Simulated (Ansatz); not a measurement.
**Parameter sweep on ZrSiRu (P-62m, 9 atoms in the cell)**

```yaml
crystal:
  lattice:
    - [6.68380, 0.00000, 0.00000]
    - [-3.34190, 5.78834, 0.00000]
    - [0.00000, 0.00000, 3.67170]
  atoms:
    - { symbol: Ru, position: [0.24800, 0.00000, 0.00000] }
    - { symbol: Ru, position: [0.75200, 0.75200, 0.00000] }
    - { symbol: Ru, position: [0.00000, 0.24800, 0.00000] }
    - { symbol: Zr, position: [0.58000, 0.00000, 0.50000] }
    - { symbol: Zr, position: [0.42000, 0.42000, 0.50000] }
    - { symbol: Zr, position: [0.00000, 0.58000, 0.50000] }
    - { symbol: Si, position: [0.00000, 0.00000, 0.50000] }
    - { symbol: Si, position: [0.33333, 0.66667, 0.00000] }
    - { symbol: Si, position: [0.66667, 0.33333, 0.00000] }
```

Base run A: Ansatz (a program for electronic structure) with r2SCAN, default PAW files made with PBE, self-consistent single point.

Its settings: basis.ecutwfc = 36.7 Ry; kpoints.mp_grid.grid = 3 3 5; hamiltonian.xc = r2scan; hamiltonian.pseudopotentials = {kind: paw} (the program's default PAW files); scf.occupations.method = gaussian; scf.occupations.width = 0.0073 Ry.

The starting cell comes from a database of published, mostly measured structures (it also holds non-ambient and calculated ones), without a prior relaxation at this level. Spin polarisation is off. Ansatz's pressure includes its estimate of the finite-basis (Pulay) stress. The cutoff lies below the one recommended for these files. Without a gap this mesh is coarse (it stands for a supercell whose shortest vector is 18 Å).

Runs:
- B: basis.ecutwfc: 36.7 Ry → 30.9 Ry; hamiltonian.xc: r2scan → lda [LDA (PW92)]
- C: basis.ecutwfc: 36.7 Ry → 30.9 Ry; hamiltonian.xc: r2scan → pbesol [PBEsol]
- D: basis.ecutwfc: 36.7 Ry → 30.9 Ry; hamiltonian.xc: r2scan → blyp [BLYP]

```tsv
run	pressure (GPa)	largest force (eV/Å)
A	0.98	0.525
B	?	0.531
C	-2.68	0.517
D	?	0.323
```

What belongs in the gaps?


- B, pressure (GPa): -6.59
- D, pressure (GPa): 10.59

Left out of this page: 2 runs of the series held back from this collection.

Keys are those of Ansatz 0.2.
